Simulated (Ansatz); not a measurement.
Input and output of a self-consistent single point for YC₂ (P1, 3 atoms in the cell) (Ansatz, a quantum-chemistry and plane-wave program).

Level of theory: PBEsol, PAW files made with PBE (plane waves; Ansatz).

```yaml
crystal:
  lattice:
    - [-1.83685, 1.83685, 3.09306]
    - [1.83685, -1.83685, 3.09306]
    - [1.83685, 1.83685, -3.09306]
  atoms:
    - { symbol: Y, position: [0.98927, 0.00852, 0.00497] }
    - { symbol: C, position: [0.61680, 0.59278, 0.99330] }
    - { symbol: C, position: [0.39393, 0.39870, 0.00174] }
```

Reference input (self-consistent single point, DFT, PBEsol, plane waves, PAW files made with PBE): kpoints.mp_grid.grid = 7 7 9; hamiltonian.xc = pbesol; hamiltonian.pseudopotentials = {kind: paw} (an earlier, softer set of the program's PAW files); scf.occupations.method = fermi_dirac; scf.occupations.width = 0.1 eV. This run's input differs from it in these lines:

Ansatz 0.2 input:
```diff
@@ -10,3 +10,3 @@
 kpoints:
-  mp_grid: { grid: [7, 7, 9] }
+  mp_grid: { grid: [5, 5, 6] }
 hamiltonian:
```

The program printed (abridged):

```
SCF iter   1: F=—  HF=-4289.857059 eV  |F-HF|=—  |Δ(HF+E_count)|=         —  Δρ=7.47e-2  dr2=2.42e0  ethr=3.10e-3  ⟨swp⟩=5.0  Hψ=4998  notcnv=0
all-band conjugate gradients solve this SCF's bands
preconditioner: auto → Kerker (q_TF=auto, 2.393 Å⁻¹)
SCF iter   2: F=—  HF=-4289.269306 eV  |F-HF|=—  |Δ(HF+E_count)|=   5.88e-1  Δρ=3.82e-2  dr2=5.47e-1  ethr=3.10e-3  ⟨swp⟩=2.0  Hψ=2377  notcnv=0
   [... lines left out ...]
SCF iter   5: F=—  HF=-4289.092255 eV  |F-HF|=—  |Δ(HF+E_count)|=   7.02e-5  Δρ=5.27e-4  dr2=1.16e-4  ethr=5.46e-6  ⟨swp⟩=2.3  Hψ=1570  notcnv=0
SCF iter   6: F=—  HF=-4289.092241 eV  |F-HF|=—  |Δ(HF+E_count)|=   1.40e-5  Δρ=1.50e-4  dr2=8.99e-6  ethr=6.10e-7  ⟨swp⟩=2.0  Hψ=1477  notcnv=0
SCF iter   7: F=—  HF=-4289.092240 eV  |F-HF|=—  |Δ(HF+E_count)|=   7.37e-7  Δρ=3.32e-5  dr2=3.66e-7  ethr=4.73e-8  ⟨swp⟩=2.0  Hψ=1493  notcnv=0
SCF iter   8: F=-4289.092240 eV  HF=-4289.092240 eV  |F-HF|=1.55e-9  |Δ(HF+E_count)|=   8.96e-8  Δρ=4.04e-6  dr2=4.77e-9  ethr=5.26e-10  ⟨swp⟩=6.0  Hψ=5056  notcnv=0
SCF 1 converged in 8 iterations: F = -4289.092240 eV  dr2 = 4.77e-9
Free energy (F): -4289.092240 eV
Internal energy: -4289.059685 eV  (E = F + TS)
E sigma→0 (E₀):  -4289.075963 eV
Entropy (-TS):   -0.032556 eV (-10.852 meV/atom)
Fermi energy:    10.785950 eV
--- Forces (eV/Å), atoms counted from 1 ---
  atom   1  Y     -0.46418882     0.28385591     0.34390330
  atom   2  C      0.57116409    -0.32032199    -1.17458911
  atom   3  C     -0.10697725     0.03646726     0.83069910
--- Stress (GPa, compression-positive) ---
       -3.240687      -0.911342      -0.083774
       -0.911342      -3.032520       0.003958
       -0.083774       0.003958      -7.213468
  P = ⅓ Tr σ = -4.4956 GPa (-44.956 kbar)
  The stress holds the Pulay correction. Without it, at fixed plane waves, as pw.x and ABINIT print it: P = -4.6400 GPa
```

The run converged in 8 iterations. Against the reference run the free energy drops by 4.2 meV/atom, the pressure stays near -4.50 GPa while the zz stress (positive for compression) goes from -6.89 to -7.21 GPa and the largest force goes from 1.314 to 1.345 eV/Å.

The starting cell comes from a database of computed structures (which also holds hypothetical and non-ambient phases and stackings), without a prior relaxation at this level. Its atoms were displaced at random from the sites of space group no. 139. With a pressure of about -4 GPa the cell is away from its equilibrium volume at this level. Forces in this geometry exceed 1 eV/Å. Ansatz's pressure includes its estimate of the finite-basis (Pulay) stress.
